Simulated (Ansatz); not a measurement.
We consider GeF₄ (I-43m, No. 217, 5 atoms in the cell; start mp-9816), described by PBEsol (Ansatz, a quantum-chemistry and plane-wave program, PAW).

Numerical settings: plane-wave cutoff 500 eV, 10×10×10 k mesh, Fermi–Dirac smearing 0.05 eV, scalar-relativistic PAW data made under PBE.

Cell (relaxed at this level):

```yaml
crystal:
  lattice:
    - [-2.81921, 2.81921, 2.81921]
    - [2.81921, -2.81921, 2.81921]
    - [2.81921, 2.81921, -2.81921]
  atoms:
    - { symbol: Ge, position: [0.00000, 0.00000, 0.00000] }
    - { symbol: F, position: [0.00000, 0.65177, 0.00000] }
    - { symbol: F, position: [0.34823, 0.34823, 0.34823] }
    - { symbol: F, position: [0.65177, 0.00000, 0.00000] }
    - { symbol: F, position: [0.00000, 0.00000, 0.65177] }
```

**Question.** Give the computed band gap.

**Answer.** 
* **band gap**: 5.69 eV (on the SCF k mesh)

Note: the relaxation could not lower the start's symmetry, so the cell can be a saddle point above a distorted one.

Spin–orbit coupling is not included.

Static lattice: no zero-point or thermal effects.

A start named mp-… is a Materials Project structure, which need not be a measured phase.
